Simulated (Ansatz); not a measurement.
The parent structure is BN in the h-BN type structure (space group P6_3/mmc, No. 194; layered, stacked along the Cartesian z axis).

```
CELL_PARAMETERS angstrom
      2.49975     0.00000     0.00000
     -1.24987     2.16485     0.00000
      0.00000     0.00000     6.52535
ATOMIC_POSITIONS crystal
  B  0.33333 0.66667 0.25000
  B  0.66667 0.33333 0.75000
  N  0.33333 0.66667 0.75000
  N  0.66667 0.33333 0.25000
```

Computed with Ansatz (a first-principles code), r2SCAN+rVV10, PAW, cutoff 500 eV, no spin-orbit coupling, earlier PAW set.

One change was made to it. Results:

| quantity | base | after |
|---|---|---|
| c/a ratio | 2.610 | 2.557 |
| shortest interatomic distance | 1.443 Å | 1.442 Å |
| smallest direct gap | 5.18 eV | 5.11 eV |

Task: Which of these changes matches the shifts?
(A) pressure 22.5 GPa
(B) pressure 9 GPa
(C) pressure 2.1 GPa
(D) pressure 0.9 GPa

Result: D, pressure 0.9 GPa. For comparison, the smallest direct gap in the other runs: pressure 9 GPa gives 4.92 eV; pressure 22.5 GPa gives 4.97 eV; pressure 2.1 GPa gives 5.05 eV.

From pressure 22.5 GPa on, the axis ratios lie over 15 % from the base's, so the cell there is far from its starting form. Load acts through the strain it causes; cell and atoms are relaxed under it. Stability against distortions was not tested. Competing high-pressure phases were not computed.
